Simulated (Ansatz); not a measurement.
A self-consistent single point of a (110) slab of MgS (cut from a parent of space group no. 216; 8 atoms in the cell) with Ansatz (an electronic-structure program).

Computed with LDA (PW92), default PAW files made with PBE (plane waves; Ansatz).

```
CELL_PARAMETERS angstrom
      5.69457     0.00000     0.00000
      0.00000     4.02667     0.00000
      0.00000     0.00000    20.04002
ATOMIC_POSITIONS crystal
  Mg 0.00000 0.25000 0.44977
  Mg 0.50000 0.75000 0.34930
  Mg 0.00000 0.25000 0.65070
  Mg 0.50000 0.75000 0.55024
  S  0.75000 0.25000 0.34930
  S  0.25000 0.75000 0.44977
  S  0.75000 0.25000 0.55024
  S  0.25000 0.75000 0.65070
```

Reference input (self-consistent single point, DFT, LDA (PW92), plane waves, default PAW files made with PBE): basis.ecutwfc = 420 eV; kpoints.mp_grid.grid = 4 6 1; hamiltonian.xc = lda; hamiltonian.pseudopotentials = {kind: paw} (the program's default PAW files); scf.occupations.method = fermi_dirac; scf.occupations.width = 0.05 eV. This run's input differs from it in these lines:

Ansatz 0.2 input:
```diff
@@ -16,3 +16,3 @@
 basis:
-  ecutwfc: 420.0 eV
+  ecutwfc: 355.0 eV
 kpoints:
```

The program printed (abridged):

```
SCF iter   1: F=—  HF=-11093.265717 eV  |F-HF|=—  |Δ(HF+E_count)|=         —  Δρ=3.77e-3  dr2=5.75e-2  ethr=1.77e-3  ⟨swp⟩=9.2  Hψ=2321  notcnv=0  defer=3
all-band conjugate gradients solve this SCF's bands
preconditioner: auto → Resta (q_TF=auto, 1.964 Å⁻¹)
SCF iter   2: F=—  HF=-11093.247706 eV  |F-HF|=—  |Δ(HF+E_count)|=   1.80e-2  Δρ=1.64e-3  dr2=1.13e-2  ethr=8.98e-5  ⟨swp⟩=2.2  Hψ=903  notcnv=0  defer=35
   [... lines left out ...]
SCF iter   4: F=—  HF=-11093.245767 eV  |F-HF|=—  |Δ(HF+E_count)|=   1.18e-4  Δρ=1.22e-4  dr2=1.17e-4  ethr=1.65e-6  ⟨swp⟩=2.0  Hψ=613  notcnv=0  defer=35
SCF iter   5: F=—  HF=-11093.245777 eV  |F-HF|=—  |Δ(HF+E_count)|=   9.61e-6  Δρ=2.54e-5  dr2=3.77e-6  ethr=1.83e-7  ⟨swp⟩=2.0  Hψ=574  notcnv=0  defer=35
SCF iter   6: F=—  HF=-11093.245657 eV  |F-HF|=—  |Δ(HF+E_count)|=   1.20e-4  Δρ=1.10e-5  dr2=8.03e-7  ethr=5.90e-9  ⟨swp⟩=2.0  Hψ=840  notcnv=0  defer=35
SCF iter   7: F=-11093.245657 eV  HF=-11093.245657 eV  |F-HF|=8.83e-9  |Δ(HF+E_count)|=   1.17e-7  Δρ=2.32e-6  dr2=2.39e-8  ethr=1.56e-10  ⟨swp⟩=13.2  Hψ=2382  notcnv=0
SCF 1 converged in 7 iterations: F = -11093.245657 eV  dr2 = 2.39e-8
Free energy (F): -11093.245657 eV
Internal energy: -11093.245657 eV  (E = F + TS)
E sigma→0 (E₀):  -11093.245657 eV
Fermi energy:    -0.798590 eV
--- Forces (eV/Å), atoms counted from 1 ---
  atom   1  Mg    -0.16206587     0.00000000    -0.12088692
  atom   2  Mg     1.00812421    -0.00000000     1.08094459
  atom   3  Mg     1.00812421    -0.00000000    -1.08094459
  atom   4  Mg    -0.16206587     0.00000000     0.12088692
  atom   5  S     -0.70871015     0.00000000    -0.30679419
  atom   6  S     -0.13734505     0.00000000    -0.36941539
  atom   7  S     -0.13734505     0.00000000     0.36941539
  atom   8  S     -0.70871015     0.00000000     0.30679419
--- Stress (GPa, compression-positive) ---
       -2.220650       0.000000       0.000000
        0.000000      -2.037899       0.000000
        0.000000       0.000000      -1.287560
  P = ⅓ Tr σ = -1.8487 GPa (-18.487 kbar)
  The stress holds the Pulay correction. Without it, at fixed plane waves, as pw.x and ABINIT print it: P = -1.8941 GPa
```

The run converged in 7 iterations. Against the reference run the free energy rises by 1.3 meV/atom, the largest force stays at 1.478 eV/Å and the gap on the mesh stays at 2.199 eV.

The starting cell comes from a database of computed structures (which also holds hypothetical and non-ambient phases and stackings), without a prior relaxation at this level. The slab is cut from that crystal, and its faces are unrelaxed. Its lattice was rescaled by up to half a per cent. Spin polarisation is off, though cut faces can carry moments; a gap of a slab can lie between surface states. Forces in this geometry exceed 1 eV/Å. The cutoff lies below the one recommended for these files.
